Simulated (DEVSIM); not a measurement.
## abrupt Si p-n junction

System: abrupt Si p-n junction, at 300 K.

```csv
layer (left to right),material,thickness (μm),Nd (cm⁻³),Na (cm⁻³),τn (s),τp (s)
1,Si,5.80,-,2.5e18,3.1e-7,3.1e-7
2,Si,5.00,4e17,-,3.1e-7,3.1e-7
```

Left contact: ohmic. Right contact: ohmic. Voltage is applied to the left contact. Recombination: SRH at mid-gap, radiative, Auger. Mobility is constant in doping.

This is a model device: material constants are rounded textbook-type values typed into the input, and sizes, dopings and lifetimes were drawn at random. Values at 300 K.

| parameter | Si |
|---|---|
| gap (eV) | 1.124 |
| affinity (eV) | 4.05 |
| permittivity | 11.7 |
| Nc (cm⁻³) | 2.86e19 |
| Nv (cm⁻³) | 3.1e19 |
| μn (cm²/Vs) | 1417 |
| μp (cm²/Vs) | 470 |
| B (cm³/s) | 4.7e-15 |
| Cn (cm⁶/s) | 2.8e-31 |
| Cp (cm⁶/s) | 9.9e-32 |

Simulated with DEVSIM: 1D drift-diffusion, Boltzmann statistics, complete ionisation; no tunnelling, impact ionisation, image-force lowering or self-heating.

```
Property                                            Result
---------------------------------------------  -----------
Potential step across the device at zero bias      0.949 V
Largest field in the device at zero bias       310000 V/cm
Dark forward voltage at 1 A/cm²                    0.702 V
Dark forward voltage at 100 A/cm²                  0.822 V
```

Dark forward current:

(V (V), J (A/cm²)): (0.05, 1.9e-9); (0.10, 6.6e-9); (0.15, 2.0e-8); (0.20, 5.7e-8); (0.25, 1.7e-7); (0.30, 5.9e-7); (0.35, 2.4e-6); (0.40, 1.2e-5); (0.45, 6.8e-5); (0.50, 0.00044); (0.55, 0.0029); (0.60, 0.020); (0.65, 0.14); (0.70, 0.94); (0.75, 6.5); (0.80, 44); (0.85, 290); (0.90, 1500); (0.95, 5800)
